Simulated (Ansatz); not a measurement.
Consider Ge (space group Pm-3n, No. 223; a = 5.323 Å; a hypothetical phase, not in the database extracts checked). Axes: x, y, z lie along the cube axes.

Level of theory: PBEsol/PAW in Ansatz (a first-principles code), scalar-relativistic without spin-orbit coupling.

Strains are applied to the cell and any free atomic positions relax; under biaxial strain the out-of-plane vector relaxes too.

One change was made to it. Results:

```tsv
quantity	base	after
shortest interatomic distance	2.661 Å	2.579 Å
energy relative to the base (free energy F)	0 meV/atom	+19 meV/atom
pressure (mean of the normal stresses, compression positive)	0.0 GPa	-2.7 GPa
```

Q: Which change produced these results?
A) uniaxial strain ε_yy = −1.06 %
B) biaxial strain +3.93 %, plane normal [001], relaxed out of plane
C) uniaxial strain ε_yy = +2.02 %
D) uniaxial strain ε_zz = −3.45 %

A: B, biaxial strain +3.93 %, plane normal [001], relaxed out of plane. For comparison, the energy relative to the base in the other runs: uniaxial strain ε_zz = −3.45 % gives +8.0 meV/atom; uniaxial strain ε_yy = −1.06 % gives +0.6 meV/atom; uniaxial strain ε_yy = +2.02 % gives +1.9 meV/atom.

Without a gap, meshes like the base's 9×9×9 leave anisotropic stresses uncertain by several tenths of a GPa, and small strain energies with them. Stability against distortions was not tested.
